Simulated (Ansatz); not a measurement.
Consider the following.

Host crystal: wurtzite ZnO, with a band gap (PBE, scalar-relativistic without spin-orbit coupling).

End structure of CO on the 1x1 (10-10) surface of wurtzite ZnO (cut with top plane O + Zn), one in a 2x1 cell, started at the site 'top Zn':

```xyz
34
Lattice="6.5590 0.0000 0.0000 0.0000 5.2938 0.0000 0.0000 0.0000 28.5000" Properties=species:S:1:pos:R:3 pbc="T T T"
O      1.6397     1.9980     9.5337
O      4.9192     1.9980     9.5337
Zn     1.6397     5.4592     9.8703
Zn     4.9192     5.4592     9.8703
O      0.0000     4.6170    10.4747
O      3.2795     4.6170    10.4747
Zn     0.0000     2.6193    10.3425
Zn     3.2795     2.6193    10.3425
O      0.0000     1.9680    12.3364
O      3.2795     1.9680    12.3364
Zn     0.0000     5.2726    12.4339
Zn     3.2795     5.2726    12.4339
O      1.6397     4.6064    13.3227
O      4.9192     4.6064    13.3227
Zn     1.6397     2.5965    13.2567
Zn     4.9192     2.5965    13.2567
O      1.6397     1.9577    15.1685
O      4.9192     1.9676    15.1844
Zn     1.6397     5.2454    15.2351
Zn     4.9192     5.2517    15.2381
O      0.0013     4.6156    16.1606
O      3.2782     4.6156    16.1606
Zn     0.0156     2.6211    16.0803
Zn     3.2639     2.6211    16.0803
O      0.0189     1.9703    18.0203
O      3.2606     1.9703    18.0203
Zn     0.0071     5.2497    18.1263
Zn     3.2724     5.2497    18.1263
O      1.6397     4.6271    18.9986
O      4.9192     4.6338    18.9639
Zn     1.6397     2.7213    18.8974
Zn     4.9192     2.8049    18.5633
C      1.6397     1.4918    20.7014
O      1.6397     1.0150    21.7300
```

Model: 34-atom slab, 9.4 Å thick at the start under the adsorbate (thin: gaps and levels are the slab's own), 3x4x1 mesh, Fermi-Dirac 0.01 eV, dipole correction, 16 atoms held, the rest relaxed; held to the start's symmetry, so lower structures may exist; no spin, no spin-orbit, no U, no dispersion correction. At the end it is bonded to Zn. In PBE it is, or lies within 0.03 eV of, the lowest of the starts that converged.

A negative adsorption energy means that the adsorbate is more stable on the surface than in its reference.

Task: Give the adsorption energy against CO(g) at the level Ansatz (a program for electronic structure) with PBE.

Result: -0.34 eV

Task: Predict the change of the step from the bottom to the top vacuum level, against the clean slab from PBE.

Result: -0.90 eV
